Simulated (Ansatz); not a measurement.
Base system: KF in the rock salt structure (space group Fm-3m, No. 225; a = 5.421 Å).

All numbers come from PBE in Ansatz (plane waves to 420 eV, PAW, no SOC).

Base values:

The electron mass is 0.55 mₑ (at Γ). The band gap comes out as 5.96 eV.

It is then changed as follows: an isotropic linear strain of −1.00 %, atoms relaxed at fixed cell.

**Question.** How does this affect the electron mass?

**Answer.** The electron mass is still 0.55 mₑ (at Γ).

**Question.** What does the calculation give for the band gap after the change?

**Answer.** The band gap increases by 0.15 eV (5.96 eV → 6.11 eV).

Masses are band curvatures over ±0.01 Å⁻¹ around the edge. Whether these cells are dynamically stable was not tested.

Ansatz is an electronic-structure program.
